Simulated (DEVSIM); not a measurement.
Structure: Pt/SiO2/p-Ge capacitor, at 300 K.

```tsv
layer (left to right)	material	thickness (nm)	Na (cm⁻³)
1	SiO2	1.90	-
2	Ge	3200	3.4e16
```

Metal gate on the left, work function 5.6 eV. Fixed charge at the semiconductor interface -6.8e11 cm⁻² (in units of +e); no interface traps.

This is a model device: material constants are rounded textbook-type values typed into the input, and sizes, dopings and lifetimes were drawn at random. Values at 300 K.

| parameter | SiO2 | Ge |
|---|---|---|
| gap (eV) | 9 | 0.664 |
| affinity (eV) | 0.9 | 4 |
| permittivity | 3.9 | 16 |
| Nc (cm⁻³) | - | 1.04e19 |
| Nv (cm⁻³) | - | 6e18 |

Simulated with DEVSIM: 1D Poisson equation in equilibrium, Boltzmann statistics, complete ionisation; no quantum confinement or tunnelling. Metal contacts follow the ideal Schottky-Mott rule: no Fermi-level pinning, no interface dipoles.

The gate work function was swept, all else fixed.

```csv
gate work function (eV),flat-band voltage (V),threshold voltage (band bending 2φF) (V)
5.3,0.83,1.25
5.45,0.98,1.40
5.6,1.13,1.55
5.75,1.28,1.70
5.9,1.43,1.85
```

From the first row to the last the flat-band voltage goes from 0.83 to 1.43. From the first row to the last the threshold voltage (band bending 2φF) goes from 1.25 to 1.85.
